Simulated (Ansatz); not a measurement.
# ZrO2: Zr vacancy, symmetric start

The parent structure is a 12-atom supercell of ZrO2 in the fluorite structure (space group Fm-3m, No. 225; a = 5.064 Å) at its relaxed geometry.

Perturbation: one Zr atom is removed, atoms relaxed at fixed cell.

The values are results of plane-wave PAW DFT at the PBEsol level (Ansatz, a first-principles code, 420 eV), scalar-relativistic without spin-orbit coupling, not measurements. k-mesh 5×5×5 (Γ-centred); smearing 0.01 eV (Fermi–Dirac).

```yaml
pressure: 1.5 GPa (base 0.0 GPa)
energy_gained_by_relaxation: 0.33 eV
largest_displacement_of_a_host_atom_from_its_site_in_the_perfect_cell: 0.08 Å
mean_distance_from_the_defect_site_to_its_nearest_host_atoms: 2.27 Å (base 2.19 Å)
```

The magnetic state is the one reached from the starting moments; the real material's order can differ, and small cells can't hold many antiferromagnetic ones. In so small a cell the defect repeats every few ångströms: this is an ordered compound, not a dilute defect. A case with no gap was solved on a k-mesh chosen for an insulator, which is coarse for it. The defect started on the symmetric site and kept its symmetry, so it may sit on a saddle. The defect cell is spin-polarised and ends with 3.6 μB, a fractional moment that hangs on the mesh and smearing. This is not the structure that ZrO2 has at room temperature and ambient pressure.
